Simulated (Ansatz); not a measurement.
We consider HfI4 (C2/c, No. 15), described by r²SCAN in Ansatz (PAW).

Settings: plane-wave cutoff 500 eV, 6×6×4 k mesh (along the axes of the cell as run), Fermi–Dirac smearing 0.05 eV, scalar-relativistic PAW data made under PBE.

Cell (relaxed at this level):

HfI4 is taken in the monoclinic space group C2/c (No. 15), Pearson symbol mS40. Cell: a = 12.219 Å, b = 12.220 Å, c = 13.110 Å, α = γ = 90.00°, β = 116.20°. Hf on 8f is coordinated by 2 I at 2.699–2.702 Å and 2 I at 2.867–2.871 Å and 2 I at 3.024–3.032 Å (octahedral). I1 on 8f sees 1 Hf at 2.867 Å and 1 Hf at 3.032 Å (bent). I2 on 8f sees 1 Hf at 2.871 Å and 1 Hf at 3.024 Å (bent). I3 on 8f is coordinated by 1 Hf at 2.702 Å. I4 on 8f is surrounded by 1 Hf at 2.699 Å. (Neighbours: up to the widest gap in distance over summed covalent radii, below 1.35, at either atom; cation-cation and far metal-metal contacts left out.)
(The calculation used a cell of 20 atoms; values per cell refer to that cell.)

Predict the band gap.


- band gap: 2.55 eV (on the SCF k mesh)

Note: the relaxation could not lower the start's symmetry, so the cell can be a saddle point above a distorted one; the volume lies 9 % above that of the published cell.

Spin–orbit coupling is not included; with these elements it can move the gap by several tenths of an eV or more.

Static lattice: no zero-point or thermal effects.

The result took about 2.3 core-hours (a rough figure).

Ansatz is an electronic-structure program.
